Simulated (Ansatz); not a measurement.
**fcc Pt (1 1 1) on rock-salt PbTe (1 1 1) (film strained to the substrate, started from cuts of the bulks and a machine-learned relaxation; slabs Pb4Te4 and Pt12, which can lie off the formulas)**

A periodic stack without vacuum, fcc Pt (1 1 1) on rock-salt PbTe (1 1 1) (film strained to the substrate, started from cuts of the bulks and a machine-learned relaxation; slabs Pb4Te4 and Pt12, which can lie off the formulas): substrate slab Pb4Te4, film Pt12, surface cells [[0, 1], [-1, 0]] and [[1, 1], [-2, 1]], film strained by -4.4 and -4.4 %, outermost planes Te/Pb and Pt/Pt as cut, which need not be the usual terminations and can put a slab off its formula.

The start was prepared with a machine-learned potential, and the result is one local minimum, with the in-plane cell held and forces under 0.04 eV/Å; the film can end far from its bulk form.

All values below come from PBE (plane waves to 420 eV, PAW; Ansatz, a first-principles code). Spin–orbit coupling is left out; the runs are not spin-polarised. Its k-point mesh 8×8×1, Fermi–Dirac width 0.05 eV.

```
Quantity                                                                                    Value
--------------------------------------------------------------------------------  ---------------
interface area                                                                            18.7 Å²
period                                                                                    25.39 Å
heights between the nearest atoms of the two slabs at the two interfaces          2.39 and 2.20 Å
Pb–Pt contacts across the interfaces within 1.22 times the sum of covalent radii   3, mean 2.87 Å
Pt–Te contacts across the interfaces within 1.22 times the sum of covalent radii   3, mean 2.70 Å
```

```
CELL_PARAMETERS angstrom
      4.64635    -0.00001     0.06170
     -2.32315     4.02404    -0.02935
      3.43686    -1.33170    25.44047
ATOMIC_POSITIONS crystal
  Pb 0.15597 0.85483 0.12002
  Pb 0.38840 0.56969 0.27224
  Pb 0.62190 0.28758 0.42286
  Pb 0.85362 0.00578 0.57350
  Te 0.53794 0.49642 0.04513
  Te 0.77757 0.21129 0.19002
  Te 0.01220 0.92651 0.34059
  Te 0.24608 0.64279 0.49063
  Pt 0.12090 0.38436 0.66846
  Pt 0.78498 0.71263 0.66928
  Pt 0.45148 0.04929 0.66764
  Pt 0.38690 0.41304 0.76621
  Pt 0.05534 0.74741 0.76599
  Pt 0.72104 0.07980 0.76583
  Pt 0.66021 0.43858 0.85905
  Pt 0.32426 0.77354 0.86280
  Pt 0.99115 0.10703 0.86306
  Pt 0.93017 0.46239 0.95866
  Pt 0.59542 0.79901 0.95801
  Pt 0.25884 0.12723 0.95864
```
